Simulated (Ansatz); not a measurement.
BeS (model structure, started from the CdTe type, P6₄22, No. 181, 6 atoms in the cell) was calculated with LDA (Ansatz, a program for electronic structure, PAW).

Run with plane-wave cutoff 520 eV, 12×12×4 k mesh (along the axes of the cell as run), Fermi–Dirac smearing 0.01 eV, scalar-relativistic PAW data made under PBE.

Cell (relaxed at this level):

```
CELL_PARAMETERS angstrom
      3.39896     0.00000     0.00000
     -1.69948     2.94358     0.00000
      0.00000     0.00000     7.67325
ATOMIC_POSITIONS crystal
  Be 0.00000 0.49999 0.66667
  Be 0.50001 0.50001 0.00000
  Be 0.49999 0.00000 0.33333
  S  0.00000 0.50000 0.16667
  S  0.50000 0.50000 0.50000
  S  0.50000 0.00000 0.83333
```

Q: What does this level give for the band gap, smallest direct gap on the k points sampled and Γ–Γ gap?

A: 
band gap: 2.44 eV (indirect)
smallest direct gap on the k points sampled: 3.75 eV
Γ–Γ gap: 3.89 eV

Note: the relaxation could raise the start's symmetry but not lower it, so the cell can be a saddle point.

Computed values are for the static lattice.

A model structure was made by putting elements into a prototype or built by hand; it is no filed structure, need not be a known phase, and can be a saddle point held by its symmetry.
